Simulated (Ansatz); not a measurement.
Consider a periodic stack without vacuum, rock-salt TiC (1 1 0) on zinc-blende GaSb (1 1 0) (film strained to the substrate, started from cuts of the bulks and a machine-learned relaxation; slabs Ga6Sb6 and C12Ti12, which can lie off the formulas): substrate slab Ga6Sb6, film C12Ti12, surface cells [[0, -1], [1, -1]] and [[1, 0], [1, 2]], film strained by +1.4 and +1.4 %, outermost planes GaSb/GaSb and CTi/CTi as cut, which need not be the usual terminations and can put a slab off its formula. Its start:

```yaml
crystal:
  lattice:
    - [4.39298, 0.00000, 0.01554]
    - [4.39298, 6.21261, 0.02477]
    - [-2.47764, -2.03417, 23.16611]
  atoms:
    - { symbol: Ga, position: [0.77567, 0.06351, 0.14767] }
    - { symbol: Ga, position: [0.75975, 0.51895, 0.05396] }
    - { symbol: Ga, position: [0.82129, 0.11701, 0.33961] }
    - { symbol: Ga, position: [0.80307, 0.58609, 0.24151] }
    - { symbol: Ga, position: [0.81258, 0.19391, 0.53565] }
    - { symbol: Ga, position: [0.83469, 0.63472, 0.42772] }
    - { symbol: Sb, position: [0.52624, 0.24148, 0.03380] }
    - { symbol: Sb, position: [0.52767, 0.81039, 0.14578] }
    - { symbol: Sb, position: [0.55345, 0.33590, 0.24283] }
    - { symbol: Sb, position: [0.56989, 0.86609, 0.33540] }
    - { symbol: Sb, position: [0.58453, 0.39046, 0.43606] }
    - { symbol: Sb, position: [0.57686, 0.92417, 0.51950] }
    - { symbol: C, position: [0.29263, 0.75050, 0.62211] }
    - { symbol: C, position: [0.79022, 0.25229, 0.61919] }
    - { symbol: C, position: [0.05979, 0.51783, 0.68448] }
    - { symbol: C, position: [0.55742, 0.02007, 0.68444] }
    - { symbol: C, position: [0.82253, 0.29156, 0.75126] }
    - { symbol: C, position: [0.32204, 0.79178, 0.75104] }
    - { symbol: C, position: [0.58790, 0.06179, 0.81659] }
    - { symbol: C, position: [0.08725, 0.56239, 0.81661] }
    - { symbol: C, position: [0.35115, 0.83487, 0.88327] }
    - { symbol: C, position: [0.85262, 0.33338, 0.88319] }
    - { symbol: C, position: [0.11952, 0.60152, 0.94714] }
    - { symbol: C, position: [0.61878, 0.10213, 0.94725] }
    - { symbol: Ti, position: [0.55512, 0.52151, 0.68268] }
    - { symbol: Ti, position: [0.05882, 0.01770, 0.68269] }
    - { symbol: Ti, position: [0.79602, 0.74928, 0.62588] }
    - { symbol: Ti, position: [0.29735, 0.24885, 0.62558] }
    - { symbol: Ti, position: [0.08637, 0.06236, 0.81485] }
    - { symbol: Ti, position: [0.58694, 0.56154, 0.81446] }
    - { symbol: Ti, position: [0.32336, 0.29149, 0.75261] }
    - { symbol: Ti, position: [0.82262, 0.79219, 0.75289] }
    - { symbol: Ti, position: [0.61445, 0.60309, 0.94124] }
    - { symbol: Ti, position: [0.11445, 0.10350, 0.94186] }
    - { symbol: Ti, position: [0.85618, 0.83054, 0.88460] }
    - { symbol: Ti, position: [0.34823, 0.33843, 0.88445] }
```

The start was prepared with a machine-learned potential, and the result is one local minimum, with the in-plane cell held and forces under 0.04 eV/Å; the film can end far from its bulk form.

The numbers are results of PBE (plane waves to 420 eV, PAW; Ansatz, a first-principles code), not measurements. Spin–orbit coupling is left out; the runs are not spin-polarised. Its k-point mesh 9×5×1, Fermi–Dirac width 0.05 eV.

**Question.** Predict the relaxed interface.

**Answer.** 
```
Item                                                                                        Value
--------------------------------------------------------------------------------  ---------------
interface area                                                                            27.3 Å²
period                                                                                    22.95 Å
heights between the nearest atoms of the two slabs at the two interfaces          1.98 and 2.15 Å
Ga–Ti contacts across the interfaces within 1.22 times the sum of covalent radii   4, mean 2.92 Å
Sb–Ti contacts across the interfaces within 1.22 times the sum of covalent radii   4, mean 3.03 Å
C–Ga contacts across the interfaces within 1.22 times the sum of covalent radii    1, mean 2.01 Å
C–Sb contacts across the interfaces within 1.22 times the sum of covalent radii    1, mean 2.17 Å
```
